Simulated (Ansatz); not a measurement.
Data:

```yaml
crystal:
  lattice:
    - [0.00000, 2.06204, 2.03420]
    - [2.06204, 0.00000, 2.03420]
    - [2.06204, 2.06204, 0.00000]
  atoms:
    - { symbol: Au, position: [0.00000, 0.00000, 0.00000] }
```

No spin polarisation.

Method: plane-wave PAW DFT at the r2SCAN level (Ansatz, a first-principles code, 500 eV), without spin-orbit coupling. k-mesh 19×19×19 (Γ-centred); smearing 0.05 eV (Fermi–Dirac).

Question: What band gap does the calculation give?

Answer: Zero.

Question: What is the computed pressure (mean of the normal stresses, compression positive)?

Answer: 2.2 GPa.

Question: What is the computed space group?

Answer: I4/mmm (No. 139).

The cells carry an imposed strain or load. No phonon test of stability was made. The cell was made from Au in the fcc (Cu type) structure (space group Fm-3m, No. 225) by this change: uniaxial strain ε_zz = −1.35 %.
